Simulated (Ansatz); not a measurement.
Take Mg3Sb2 (space group P-3m1, No. 164; a = 4.567 Å, c = 7.247 Å) as the base.

Calculations: r2SCAN (Ansatz, a program for electronic structure), scalar-relativistic without spin-orbit coupling.

One change was made to it. Results:

The band gap falls by 0.054 eV to 0.55 eV; the shortest interatomic distance falls by 0.027 Å to 2.792 Å; the density grows by 0.15 g/cm³ to 4.16 g/cm³.

Problem. Which change produced these results?
A) pressure 30 GPa
B) pressure 18 GPa
C) pressure 60 GPa
D) pressure 1.8 GPa

Solution. D, pressure 1.8 GPa. For comparison, the band gap in the other runs: pressure 18 GPa gives 0.09 eV; pressure 30 GPa gives zero; pressure 60 GPa gives zero.

With Sb present, leaving out spin-orbit coupling can change the band edges. Load acts through the strain it causes; cell and atoms are relaxed under it. Whether these cells are dynamically stable was not tested. Competing high-pressure phases were not computed. The final runs are not spin-polarised. The zero or small gap of Mg3Sb2 under pressure 18 GPa, Mg3Sb2 under pressure 30 GPa and Mg3Sb2 under pressure 60 GPa can change with the level of theory.
